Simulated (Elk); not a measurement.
Worked example: self-consistent single point of Ni3Fe (Pm-3m, 4 atoms in the cell) in Elk.

Computed with Elk with PBEsol, all-electron FP-LAPW, Elk's shipped species files, LAPW+lo basis.

```
CELL_PARAMETERS angstrom
      3.58763     0.00000     0.00000
      0.00000     3.58763     0.00000
      0.00000     0.00000     3.58763
ATOMIC_POSITIONS crystal
  Fe 0.00000 0.00000 0.00000
  Ni 0.00000 0.50000 0.50000
  Ni 0.50000 0.00000 0.50000
  Ni 0.50000 0.50000 0.00000
```
Moments meant for the start (each program seeds them in its own way; μB, in the order of the atoms Fe Ni Ni Ni): 3.0 0.5 0.5 0.5.

Reference input (self-consistent single point, DFT, PBE, all-electron FP-LAPW, Elk's shipped species files, LAPW+lo basis): xctype = 20; spinpol = true; rgkmax = 8; stype = 3; swidth = 0.00183747 Ha; ngridk = 7 7 7; reducebf = 0.8; gmaxvr = 14 1/bohr; nxoapwlo = 1; rmtscf = 0.94; nempty = 8 per atom; bfcmt = [[0.0, 0.0, -1.5], [0.0, 0.0, -0.25], [0.0, 0.0, -0.25], [0.0, 0.0, -0.25]]. This run's input differs from it in these lines:

```diff
@@ -4,3 +4,3 @@
 xctype
-  20
+  22
```

Output, abridged:

```
│ Self-consistent loop started │
│ Loop number : 1 │
 total energy                :     -5833.36323425
 total moment                :    6.240472160
│ Loop number : 2 │
 total energy                :     -5833.62798596
 total moment                :    6.239757630
RMS change in Kohn-Sham potential (target) :    2.437235984     (  0.1000000000E-05)
Absolute change in total energy (target)   :   0.2647517056     (  0.1000000000E-03)
│ Loop number : 3 │
 total energy                :     -5840.20768058
 total moment                :    5.276036431
RMS change in Kohn-Sham potential (target) :    2.174352727     (  0.1000000000E-05)
   [... lines left out ...]
│ Loop number : 26 │
 total energy                :     -5830.42683699
 total moment                :    4.984210881
RMS change in Kohn-Sham potential (target) :   0.1230067757E-05 (  0.1000000000E-05)
Absolute change in total energy (target)   :   0.2315666370E-04 (  0.1000000000E-03)
│ Loop number : 27 │
 total energy                :     -5830.42683957
 total moment                :    4.984133010
RMS change in Kohn-Sham potential (target) :   0.9437158413E-06 (  0.1000000000E-05)
Absolute change in total energy (target)   :   0.3201343134E-05 (  0.1000000000E-03)
Convergence targets achieved

│ Loop number : 28 │

Energies :
 Fermi                       :     0.300719845640
 xc effective B-field        :    -0.211346233302
 external B-field            :      0.00000000000
 total energy                :     -5830.42681836
 (external B-field energy excluded from total)

Density of states at Fermi energy :    82.90748110
 (states/Hartree/unit cell)

Estimated indirect band gap :   0.1687917066E-02
 from k-point     19 to k-point      4
Estimated direct band gap   :   0.4309483494E-02
 at k-point     18

Charges :
 core                        :    46.00000000
 valence                     :    64.00000000
 interstitial                :    4.393756720
 muffin-tins (core leakage)
  species :    1 (Fe)
   atom    1                 :    24.63196754     (  0.1098321434E-10)
  species :    2 (Ni)
   [... lines left out ...]

Moments :
 interstitial                :  -0.1062156978
 muffin-tins
  species :    1 (Fe)
   atom    1                 :    2.972496695
  species :    2 (Ni)
   atom    1                 :   0.7059224305
   atom    2                 :   0.7059224305
   atom    3                 :   0.7059224305
 total in muffin-tins        :    5.090263987
 total moment                :    4.984048289

│ Self-consistent loop stopped │
```

The run converged in 28 iterations. The count includes the last loop, which Elk runs after its targets are met. Against the reference run the size of the net moment stays at 1.25 μB/atom.

The starting cell has typed, rounded lattice constants, without a prior relaxation at this level. Its lattice was rescaled by a random factor within 2.5 % of one. The magnetic order is the one reached from the typed start; others were not searched systematically. Values depend on the basis (sphere radii, cutoffs, local orbitals), which need not be converged. The log's line on a gap gives a spacing of levels on this mesh, which the program prints for metals too.

Cost on one core of a shared machine: roughly 80 s.
